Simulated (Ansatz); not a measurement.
Effective masses and thermopower of ZnO under load (space group P6_3mc)

Data:

```xyz
4
Lattice="3.2478 0.0000 0.0000 -1.6239 2.8127 0.0000 0.0000 0.0000 5.1294" Properties=species:S:1:pos:R:3 pbc="T T T"
Zn     0.0000     1.8751    -0.0252
Zn     1.6239     0.9376     2.5395
O      0.0000     1.8751     1.9488
O      1.6239     0.9376     4.5135
```

Computed with PBE with spin-orbit coupling, rigid bands (plane waves, PAW; Ansatz, a first-principles code). Condition of this run: uniaxial stress along c of 2.2 GPa (compression positive) (the target of the relaxation). How the cell was made: cell and atoms relaxed with PBEsol, then loaded as said.

| Property | Value |
|---|---|
| band gap | 0.82 eV |
| electron conductivity mass (300 K, dilute) | 0.168 (x), 0.168 (y), 0.175 (z) mₑ |
| hole conductivity mass (300 K, dilute) | 1.77 (x), 1.77 (y), 2.9 (z) mₑ |
| effective density of states N_c (300 K) | 1.7e18 cm⁻³ |
| effective density of states N_v (300 K) | 7.5e19 cm⁻³ |
| density-of-states mass, electrons | 0.163 mₑ |
| density-of-states mass, holes | 2.1 mₑ |
| Seebeck coefficient, n-type 1e19 cm⁻³, 300 K | -100 μV/K |
| best n-type power factor at 300 K for τ = 10 fs (best axis; densities from 1e16 to 1e21 cm⁻³ tried, whether or not they can be reached) | 1.50 μW/(cm·K²) at 1e19 cm⁻³ |
| Seebeck coefficient, p-type 1e19 cm⁻³, 300 K | 432 μV/K |

Rigid bands; masses and Seebeck coefficients take one relaxation time τ for all states and one kind of carrier; polarons and phonon drag are left out. Geometry: cell and atoms relaxed with PBEsol.
